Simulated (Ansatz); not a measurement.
TiSi₂ (model structure, started from the AlB2 type, P6/mmm, No. 191, 3 atoms in the cell), treated with LDA (PAW; Ansatz, an electronic-structure program).

Numerical settings: plane-wave cutoff 520 eV, 18×18×12 k mesh (along the axes of the cell as run), Fermi–Dirac smearing 0.05 eV, no spin polarisation, scalar-relativistic PAW data made under PBE.

Cell (relaxed at this level):

```cif
data_Si2Ti
_chemical_formula_sum 'Ti1 Si2'
_space_group_name_H-M_alt 'P6/mmm'
_space_group_IT_number 191
_space_group_name_Hall '-P 6 2'
_cell_length_a 4.29925
_cell_length_b 4.29925
_cell_length_c 2.51803
_cell_angle_alpha 90.000
_cell_angle_beta 90.000
_cell_angle_gamma 120.000
loop_
_atom_site_label
_atom_site_type_symbol
_atom_site_symmetry_multiplicity
_atom_site_Wyckoff_symbol
_atom_site_fract_x
_atom_site_fract_y
_atom_site_fract_z
_atom_site_occupancy
Ti1 Ti 1 a 0.00000 0.00000 0.00000 1
Si1 Si 2 d 0.33333 0.66667 0.50000 1
```

Task: Give the computed bulk modulus.

Result: 
* **bulk modulus**: 147 GPa

Note: the run has no spin polarisation, so it can have missed a magnetic state; the bulk modulus is −V dP/dV from two relaxed cells at ±2 % in volume; the relaxation could raise the start's symmetry but not lower it, so the cell can be a saddle point.

The computed numbers hold no vibrational or temperature effects.

The result took around 8 core-minutes (rough).

A model structure was made by putting elements into a prototype or built by hand; it is no filed structure, need not be a known phase, and can be a saddle point held by its symmetry.
